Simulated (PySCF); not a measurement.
PySCF 2.14.0, WB97X/def2-svp, df: Mo(O)(NH)(OH)(NH2) ([NH]=[Mo]([NH2])(=[O])[OH]), 9 atoms. The geometry is a generated start, not checked to be a minimum at this level.

```yaml
task: energy
method: wb97x
basis: def2-svp
two_electron_scheme: density fitting
mol.max_memory: 3000 MB
mf.max_cycle: 100
mf.conv_tol: 1e-09 (default)
mf.grids.level: 3 (default)
effective_core_potentials: those of the basis set, past Kr
basis_functions: 107
grid_points: 117640
```

```xyz
9

Mo     0.4142     0.2382    -0.0529
O      1.7496     0.5378     0.8636
N      0.6807    -0.8972    -1.3357
H      1.0812    -1.5028    -2.0420
O     -0.3686     1.7334    -0.6342
H     -0.5926     2.6042    -0.9741
N     -0.7887    -0.6891     1.1203
H     -0.8240    -0.5071     2.1249
H     -1.3519    -1.5174     0.9300
```

Charge 0 and multiplicity 1 are set for this test and not shown to be the ground state.

With the defaults (mf.DIIS = CDIIS, mf.diis = true, mf.level_shift = 0, mf.damp = 0, mf.diis_start_cycle = 1, mf.init_guess = minao, mf.diis_space = 8) it converges in 16 Fock builds. One run each on 2 threads, 1 BLAS thread, with these changes:
- mf.diis = false, mf.damp = 0.7, mf.diis_start_cycle = 999
- mf.diis = false
- mf.diis_space = 12
- mf.diis_space = 5
- mf.level_shift = 0.1 Hartree
- mf.DIIS = EDIIS
- mf.init_guess = atom
- mf.damp = 0.7, mf.diis_start_cycle = 8
- mf.level_shift = 1 Hartree

Problem. Which of these changes keep the SCF from converging, or lead it to another solution?

Solution. No convergence: mf.DIIS = EDIIS; mf.diis = false (the run ends without SCF convergence in 100 cycles). The rest reach the solution of the defaults.

```
setting                                                    Fock builds             end
---------------------------------------------------------  -----------  --------------
the defaults                                                        16   same solution
mf.init_guess = atom                                                16   same solution
mf.diis_space = 12                                                  16   same solution
mf.level_shift = 0.1 Hartree                                        17   same solution
mf.diis_space = 5                                                   17   same solution
mf.damp = 0.7, mf.diis_start_cycle = 8                              19   same solution
mf.level_shift = 1 Hartree                                          29   same solution
mf.diis = false, mf.damp = 0.7, mf.diis_start_cycle = 999           44   same solution
mf.DIIS = EDIIS                                                    101  no convergence
mf.diis = false                                                    101  no convergence
```
